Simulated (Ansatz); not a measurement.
Reference: KBr (Fm-3m), r2SCAN, rigid bands (plane waves, PAW, scalar-relativistic; Ansatz, an electronic-structure program); geometry: cell and atoms relaxed with PBEsol.

```cif
data_Br4K4
_chemical_formula_sum 'K4 Br4'
_space_group_name_H-M_alt 'Fm-3m'
_space_group_IT_number 225
_space_group_name_Hall '-F 4 2 3'
_cell_length_a 6.54959
_cell_length_b 6.54959
_cell_length_c 6.54959
_cell_angle_alpha 90.000
_cell_angle_beta 90.000
_cell_angle_gamma 90.000
loop_
_atom_site_label
_atom_site_type_symbol
_atom_site_symmetry_multiplicity
_atom_site_Wyckoff_symbol
_atom_site_fract_x
_atom_site_fract_y
_atom_site_fract_z
_atom_site_occupancy
K1 K 4 a 0.00000 0.00000 0.00000 1
Br1 Br 4 b 0.50000 0.50000 0.50000 1
```
(The calculation used a cell of 2 atoms; values per cell refer to that cell.)

| Property | Value |
|---|---|
| band gap | 5.15 eV |
| electron conductivity mass | 0.39 mₑ |
| Seebeck coefficient, n-type 1e19 cm⁻³ | -184 μV/K |

### Question
Swap K for Rb, keeping the structure type. How do these values move?

### Answer
RbBr (Fm-3m): volume per atom 35.1 to 40.1 Å³; band gap stays about the same (5.15 eV to 4.98 eV); electron conductivity mass stays about the same (0.39 mₑ to 0.39 mₑ); Seebeck coefficient, n-type 1e19 cm⁻³ stays about the same (-184 μV/K to -182 μV/K).

### Question
Swap Br for Cl, keeping the structure type. How do these values move?

### Answer
KCl (Fm-3m): volume per atom 35.1 to 30.4 Å³; band gap rises (5.15 eV to 5.91 eV); electron conductivity mass rises (0.39 mₑ to 0.45 mₑ); Seebeck coefficient, n-type 1e19 cm⁻³ rises in size (-184 μV/K to -201 μV/K).

Moves up to 5 % count as about the same. Masses are for dilute carriers at 300 K, harmonic means over directions unless an axis is named. Seebeck coefficients are for the stated density at 300 K, with one relaxation time for all states and whether or not that doping can be reached. Spin-orbit coupling is left out.

Formula and space group known from diffraction (Crystallography Open Database), not checked to be the room-temperature form: RbBr (Fm-3m).
